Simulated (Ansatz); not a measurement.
## ZnO in the wurtzite structure (space group P6_3mc, No. 186)

ZnO has the hexagonal space group P6₃mc (No. 186), the wurtzite structure, Pearson symbol hP4. Lattice parameters: a = b = 3.2352 Å, c = 5.2114 Å, α = β = 90.00°, γ = 120.00°. Zn on 2b is surrounded by 4 O at 1.970–1.978 Å (tetrahedral). O on 2b is surrounded by 4 Zn at 1.970–1.978 Å (tetrahedral). (Neighbours: up to the widest gap in distance over summed covalent radii, below 1.35, at either atom; cation-cation and far metal-metal contacts left out.)

Method: r2SCAN (Ansatz, a quantum-chemistry and plane-wave program; PAW; 500 eV plane waves; no SOC). Γ-centred 12×12×7 mesh, Fermi–Dirac width 0.05 eV.

- Volume per atom: 11.81 Å³
- Density: 5.72 g/cm³
- Band gap: 1.24 eV, direct at Γ
- Electron mass: 0.19 mₑ
- Lowest conduction-band minima above the VBM: Γ 1.24 eV
- Total energy: -1947.463 eV/atom (σ→0; compares only within this code and set-up)

Effective masses come from finite differences of ±0.01 Å⁻¹. No phonon test of stability was made.
